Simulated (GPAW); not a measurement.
A self-consistent single point of Zr₃Au (Pm-3n, 8 atoms in the cell) with GPAW

Computed with PBEsol, GPAW PAW datasets PBEsol (made by gpaw-setup) (plane waves; GPAW).

This input was run:

```python
from ase import Atoms
from ase.units import GPa
from gpaw import GPAW

atoms = Atoms(['Zr', 'Zr', 'Zr', 'Zr', 'Zr', 'Zr', 'Au', 'Au'],
              cell=[[5.546045, 0.000000, 0.000000],
                    [0.000000, 5.546045, 0.000000],
                    [0.000000, 0.000000, 5.546045]],
              scaled_positions=[[0.500000, 0.250000, 0.000000],
                                [0.500000, 0.750000, 0.000000],
                                [0.250000, 0.000000, 0.500000],
                                [0.750000, 0.000000, 0.500000],
                                [0.000000, 0.500000, 0.250000],
                                [0.000000, 0.500000, 0.750000],
                                [0.500000, 0.500000, 0.500000],
                                [0.000000, 0.000000, 0.000000]],
              pbc=True)

calc = GPAW(mode={'name': 'pw', 'ecut': 600},
            xc='PBEsol',
            kpts=(5, 5, 5),
            occupations={'name': 'fermi-dirac', 'width': 0.1},
            nbands=-14,
            convergence={'density': 1e-05, 'energy': 1e-05},
            symmetry={'symmorphic': False, 'tolerance': 0.0005},
            maxiter=100)

atoms.calc = calc

energy = atoms.get_potential_energy()
print('Energy (eV):', round(energy, 6))
forces = atoms.get_forces()
print('Forces (eV/Ang):')
print(forces.round(5))
stress = atoms.get_stress()
print('Stress (GPa, Voigt):', (stress / GPa).round(4))
```

Log, with long lists cut:

```
Input parameters:
  convergence: {density: 1e-05,
                energy: 1e-05}
  kpts: [5 5 5]
  maxiter: 100
  mode: {ecut: 600,
         name: pw}
  nbands: -14
  occupations: {name: fermi-dirac,
                width: 0.1}
  symmetry: {symmorphic: False,
             tolerance: 0.0005}
  xc: PBEsol

species:
  Zr:
    name: Zirconium
    Z: 40.0
    valence: 12
    core: 28
    charge: 0.0
    file: Zr.PBEsol.gz

    # Using partial waves for Zr as LCAO basis

  Au:
    name: Gold
    Z: 79.0
    valence: 11
    core: 68
    charge: 0.0
    file: Au.PBEsol.gz

    # Using partial waves for Au as LCAO basis

Reference energy: -1619938.416728  # eV

Spin-paired calculation

Convergence criteria:
 Maximum [total energy] change in last 3 cyles: 1e-05 eV / valence electron
 Maximum integral of absolute [dens]ity change: 1e-05 electrons / valence electron
 Maximum integral of absolute [eigenst]ate change: 4e-08 eV^2 / valence electron
 Maximum number of scf [iter]ations: 100

Symmetries present (total): 48
Symmetries with fractional translations: 24
125 k-points: 5 x 5 x 5 Monkhorst-Pack grid
10 k-points in the irreducible part of the Brillouin zone
       k-points in crystal coordinates                weights
   0:     0.00000000    0.00000000    0.00000000          1/125
   1:     0.20000000    0.00000000    0.00000000          6/125
   2:     0.20000000    0.20000000    0.00000000         12/125
   [... 7 lines left out ...]

Wave functions: Plane wave expansion
  Cutoff energy: 600.000 eV
  Number of coefficients (min, max): 5678, 5718
  Pulay-stress correction: 0.000000 eV/Ang^3 (de/decut=0.000000)

Occupation numbers: Fermi-Dirac:
  width: 0.1000  # eV

Eigensolver

Densities:
  Coarse grid: 32*32*32 grid
  Fine grid: 64*64*64 grid
  Total Charge: 0.000000

Density mixing:
  Method: separate
  Backend: pulay
  Linear mixing parameter: 0.05
  old densities: 5
  Damping of long wavelength oscillations: 50

Hamiltonian:
  XC and Coulomb potentials evaluated on a 64*64*64 grid
  External potential:
    NoExternalPotential

XC parameters: PBEsol with 2 nearest neighbor stencil

Number of atoms: 8
Number of atomic orbitals: 96
Number of bands in calculation: 61
Number of valence electrons: 94
Bands to converge: occupied

Density initialized from atomic densities
  61 bands from LCAO basis set

Atomic positions and initial magnetic moments

Positions:
   0 Zr     2.773023    1.386511    0.000000    ( 0.0000,  0.0000,  0.0000)
   1 Zr     2.773023    4.159534    0.000000    ( 0.0000,  0.0000,  0.0000)
   2 Zr     1.386511    0.000000    2.773023    ( 0.0000,  0.0000,  0.0000)
   3 Zr     4.159534    0.000000    2.773023    ( 0.0000,  0.0000,  0.0000)
   4 Zr     0.000000    2.773023    1.386511    ( 0.0000,  0.0000,  0.0000)
   5 Zr     0.000000    2.773023    4.159534    ( 0.0000,  0.0000,  0.0000)
   6 Au     2.773023    2.773023    2.773023    ( 0.0000,  0.0000,  0.0000)
   7 Au     0.000000    0.000000    0.000000    ( 0.0000,  0.0000,  0.0000)

Unit cell:
           periodic     x           y           z      points  spacing
  1. axis:    yes    5.546045    0.000000    0.000000    32     0.1733
  2. axis:    yes    0.000000    5.546045    0.000000    32     0.1733
  3. axis:    yes    0.000000    0.000000    5.546045    32     0.1733

  Lengths:   5.546045   5.546045   5.546045
  Angles:   90.000000  90.000000  90.000000

Effective grid spacing dv^(1/3) = 0.1733

     iter     time        total  log10-change:
                         energy   eigst   dens
iter:   1 --:--:--   -66.283727
iter:   2 --:--:--   -62.644615   -0.30  -1.17
iter:   3 --:--:--   -59.469687   -0.50  -1.24
iter:   4 --:--:--   -59.654971   -0.56  -1.38
iter:   5 --:--:--   -59.267167   -1.29  -1.63
iter:   6 --:--:--   -58.534256   -1.20  -1.86
   [... 2 lines left out ...]
iter:   9 --:--:--   -58.490161   -2.53  -2.63
iter:  10 --:--:--   -58.537904   -2.43  -2.73
iter:  11 --:--:--   -58.487688   -2.48  -2.36
iter:  12 --:--:--   -58.488239   -3.65  -3.08
iter:  13 --:--:--   -58.489042   -4.14  -3.00
iter:  14 --:--:--   -58.489178c  -4.83  -2.90
iter:  15 --:--:--   -58.490179   -5.25  -2.87
iter:  16 --:--:--   -58.489202   -5.79  -2.83
iter:  17 --:--:--   -58.483321   -3.48  -2.86
iter:  18 --:--:--   -58.483623   -4.26  -3.55
iter:  19 --:--:--   -58.483535c  -5.04  -3.46
iter:  20 --:--:--   -58.483515c  -5.57  -3.58
iter:  21 --:--:--   -58.483414c  -5.61  -3.62
iter:  22 --:--:--   -58.483428c  -5.96  -3.66
iter:  23 --:--:--   -58.483475c  -6.39  -3.67
iter:  24 --:--:--   -58.483477c  -6.34  -3.77
iter:  25 --:--:--   -58.483462c  -5.16  -3.82
iter:  26 --:--:--   -58.483415c  -6.32  -4.14
iter:  27 --:--:--   -58.483393c  -6.46  -4.23
iter:  28 --:--:--   -58.483387c  -7.42c -4.30
iter:  29 --:--:--   -58.483376c  -7.83c -4.47
iter:  30 --:--:--   -58.483381c  -7.53c -4.56
iter:  31 --:--:--   -58.483386c  -7.84c -4.70
iter:  32 --:--:--   -58.483387c  -7.98c -4.76
iter:  33 --:--:--   -58.483389c  -8.22c -5.00
iter:  34 --:--:--   -58.483392c  -7.60c -5.06c

Converged after 34 iterations.

Dipole moment: (-0.000000, -0.000000, -0.000000) |e|*Ang

Energy contributions relative to reference atoms: (reference = -1619938.416728)

Kinetic:        -56.514081
Potential:      +43.762505
External:        +0.000000
XC:             -48.261823
Entropy (-ST):   -0.270764
Local:           +2.665389
SIC:             +0.000000
--------------------------
Free energy:    -58.618774
Extrapolated:   -58.483392

Showing only first 2 kpts
 Kpt  Band  Eigenvalues  Occupancy
  0    45      8.74082    1.99616
  0    46      8.74082    1.99616
  0    47      8.74082    1.99616
  0    48      8.87169    1.98586

  1    45      8.71880    1.99692
  1    46      8.79318    1.99353
  1    47      8.79318    1.99353
  1    48      9.06704    1.90438

Fermi level: 9.36619

No gap
No difference between direct/indirect transitions
Energy (eV): -58.483392

Forces in eV/Ang:
  0 Zr   -0.00000    0.00000    0.00000
  1 Zr    0.00000   -0.00000    0.00000
  2 Zr    0.00000    0.00000    0.00000
  3 Zr   -0.00000    0.00000    0.00000
  4 Zr    0.00000   -0.00000   -0.00000
  5 Zr    0.00000    0.00000    0.00000
  6 Au   -0.00000   -0.00000   -0.00000
  7 Au    0.00000    0.00000    0.00000

Stress tensor:
     0.039757     0.000000     0.000000
     0.000000     0.039757     0.000000
     0.000000     0.000000     0.039757
Stress (GPa, Voigt): [6.3698 6.3698 6.3698 0.     0.     0.    ]
```

The run converged in 34 iterations. GPAW prints stress with tension positive.

The starting cell comes from a database of computed structures (which also holds hypothetical and non-ambient phases and stackings), without a prior relaxation at this level. Its lattice was rescaled by a random factor within 2.5 % of one. Spin-orbit coupling is off. With a pressure of about -6 GPa the cell is away from its equilibrium volume at this level.

Cost on one core of a shared machine: roughly 4 min.
